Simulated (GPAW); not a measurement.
Worked example: self-consistent single point of Al2Cu (I4/mmm, 3 atoms in the cell) in GPAW.

Computed with LDA (Perdew-Wang 92), GPAW PAW datasets LDA (gpaw-data 1.0.1) (plane waves; GPAW).

```
CELL_PARAMETERS angstrom
     -2.03034     2.03034     2.85109
      2.03034    -2.03034     2.85109
      2.03034     2.03034    -2.85109
ATOMIC_POSITIONS crystal
  Al 0.75000 0.25000 0.50000
  Al 0.25000 0.75000 0.50000
  Cu 0.50000 0.50000 0.00000
```

Reference input (self-consistent single point, DFT PBEsol, plane waves, GPAW PAW datasets PBEsol (made by gpaw-setup)): mode = pw; ecut = 850 eV; xc = PBEsol; kpts = 9 9 9; mesh shift (steps) = 0 0 0; occupations.name = methfessel-paxton; occupations.width = 0.05 eV; occupations.order = 0; nbands = -9; convergence.forces = 0.001 eV/Å; symmetry.symmorphic = false; symmetry.tolerance = 0.0005. This run's input differs from it in these lines:

```diff
@@ -14,3 +14,3 @@
 calc = GPAW(mode={'name': 'pw', 'ecut': 850},
-            xc='PBEsol',
+            xc='LDA',
             kpts=(9, 9, 9),
```

Its files differ too (potentials: GPAW PAW datasets LDA (gpaw-data 1.0.1)).

The program printed (abridged):

```
     iter     time        total  log10-change:
                         energy   eigst   dens  force
iter:   1 --:--:--   -16.338538
iter:   2 --:--:--   -14.816970   -1.43  -0.95
iter:   3 --:--:--   -13.785260   -0.66  -1.03
iter:   4 --:--:--   -13.843308   -1.47  -1.21
iter:   5 --:--:--   -13.771321   -2.35  -1.36
iter:   6 --:--:--   -13.694829   -1.44  -1.79
iter:   7 --:--:--   -14.046122   -1.45  -1.98
iter:   8 --:--:--   -13.673746   -1.10  -1.55
iter:   9 --:--:--   -13.675191   -2.91  -2.54
iter:  10 --:--:--   -13.671590c  -2.95  -2.51
iter:  11 --:--:--   -13.671934c  -4.32  -2.80
iter:  12 --:--:--   -13.671961c  -5.75  -2.79
iter:  13 --:--:--   -13.675684c  -3.79  -2.80
iter:  14 --:--:--   -13.670991c  -3.16  -2.54
   [... 2 lines left out ...]
iter:  17 --:--:--   -13.670794c  -7.00  -3.46
iter:  18 --:--:--   -13.670865c  -5.03  -3.48
iter:  19 --:--:--   -13.670784c  -5.00  -3.43
iter:  20 --:--:--   -13.670782c  -6.55  -3.95
iter:  21 --:--:--   -13.670782c  -8.13c -4.37c
iter:  22 --:--:--   -13.670782c  -7.23  -4.63c
iter:  23 --:--:--   -13.670781c  -8.47c -4.67c -16.65c
Converged after 23 iterations.

Dipole moment: (-0.000000, -0.000000, 0.000000) |e|*Ang

Energy contributions relative to reference atoms: (reference = -58107.939662)

Kinetic:         -8.937029
Potential:       +8.923731
External:        +0.000000
XC:             -13.732836
Entropy (-ST):   -0.003160
Local:           +0.076932
SIC:             +0.000000
--------------------------
Free energy:    -13.672362
Extrapolated:   -13.670781

Showing only first 2 kpts
 Kpt  Band  Eigenvalues  Occupancy
  0     6      9.35526    0.00000
  0     7      9.35526    0.00000
  0     8      9.35826    0.00000
  0     9      9.40683    0.00000

  1     6      7.61477    0.00000
  1     7      7.67377    0.00000
  1     8      8.49938    0.00000
  1     9      8.56073    0.00000

Fermi level: 6.43064

No gap
No difference between direct/indirect transitions
Energy (eV): -13.670781

Forces in eV/Ang:
  0 Al   -0.00000   -0.00000    0.00000
  1 Al   -0.00000   -0.00000    0.00000
  2 Cu   -0.00000    0.00000    0.00000

Stress tensor:
     0.017679     0.000000     0.000000
     0.000000     0.017679    -0.000000
     0.000000    -0.000000     0.019152
Stress (GPa, Voigt): [ 2.8325  2.8325  3.0684 -0.      0.      0.    ]
```

The run converged in 23 iterations. GPAW prints stress with tension positive. Against the reference run the pressure goes from 0.35 to -2.91 GPa.

The starting cell comes from a database of computed structures (which also holds hypothetical and non-ambient phases and stackings), without a prior relaxation at this level. Spin polarisation is off.

Cost on one core of a shared machine: roughly 2 min.
